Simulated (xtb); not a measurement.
xtb 6.7.1, GFN1-xTB: Cu(NMe2)(NH3) (C[N](C)[Cu]<-[NH3]), 14 atoms. The geometry is a generated start, not checked to be a minimum at this level.

```json
{
  "method": "GFN1-xTB",
  "--acc": "1 (default)",
  "--etemp (K)": "300 (default)",
  "detailed input (--input)": "none: ANC optimiser, Lindh (1995) Hessian, microcycle=20, maxdispl=1.0, hlow=0.01 (default)",
  "basis_functions": "44",
  "valence_electrons": "38"
}
```

```xyz
14

Cu    -0.8154    -0.2713    -0.7145
N      0.4214     0.1006     0.5558
C      0.4602     1.3054     1.3472
C      1.6567    -0.6229     0.7270
H      0.6732     1.0700     2.4049
H      1.2557     1.9961     1.0071
H     -0.4901     1.8367     1.3025
H      2.5254    -0.0486     0.3510
H      1.8465    -0.8253     1.7952
H      1.6305    -1.5739     0.1989
N     -2.1252    -0.6891    -2.0703
H     -2.6502     0.1546    -2.2873
H     -2.7518    -1.4100    -1.7193
H     -1.6369    -1.0224    -2.8981
```

Charge 0 and multiplicity 1 are set for this test and not shown to be the ground state.

The structure is relaxed from this start with --opt LEVEL for the levels crude, sloppy, loose, lax, normal, tight, vtight, extreme, once each. Up to the end of the extreme run atoms move by at most 0.24 Å along an axis.

Question: What is the loosest level that ends within 1 meV of the extreme run, and how many cycles does it take?

Answer: lax: 10 cycles against 17, ending 0.35 meV above.

```tsv
level	cycles	energy above the extreme run (meV)	gradient norm (eV/Å)
crude	4	9.8	0.33
sloppy	6	4.3	0.099
loose	7	3.1	0.18
lax	10	0.35	0.092
normal	13	0.012	0.0096
tight	14	under 0.01	0.0054
vtight	15	under 0.01	0.0048
extreme	17	—	0.0019
```
